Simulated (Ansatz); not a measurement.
Start from Cu in the fcc (Cu type) structure (space group Fm-3m, No. 225; relaxed with 0.1 eV smearing).

```
CELL_PARAMETERS angstrom
      0.00000     1.78169     1.78169
      1.78169     0.00000     1.78169
      1.78169     1.78169     0.00000
ATOMIC_POSITIONS crystal
  Cu 0.00000 0.00000 0.00000
```

Cartesian axes are those of the cell as printed.

Calculations: PBEsol (Ansatz, a program for electronic structure), scalar-relativistic without spin-orbit coupling, earlier PAW set.

Strains are applied to the cell and any free atomic positions relax; under biaxial strain the out-of-plane vector relaxes too.

One change was made to it. Results:

```json
[
 {"quantity": "pressure", "base": "0.0 GPa", "after": "-6.0 GPa"},
 {"quantity": "energy relative to the base (free energy F)", "base": "0 meV/atom", "after": "+8.8 meV/atom"}
]
```

Q: Which change produced these results?
(A) biaxial strain +1.47 %, plane normal [001], relaxed out of plane
(B) isotropic strain +1.32 %
(C) tensor shear ε_xz = −2.47 %

A: B, isotropic strain +1.32 %. For comparison, the pressure in the other runs: biaxial strain +1.47 %, plane normal [001], relaxed out of plane gives -1.2 GPa; tensor shear ε_xz = −2.47 % gives 0.4 GPa.

No phonon test of stability was made. All final runs are without spin polarisation.
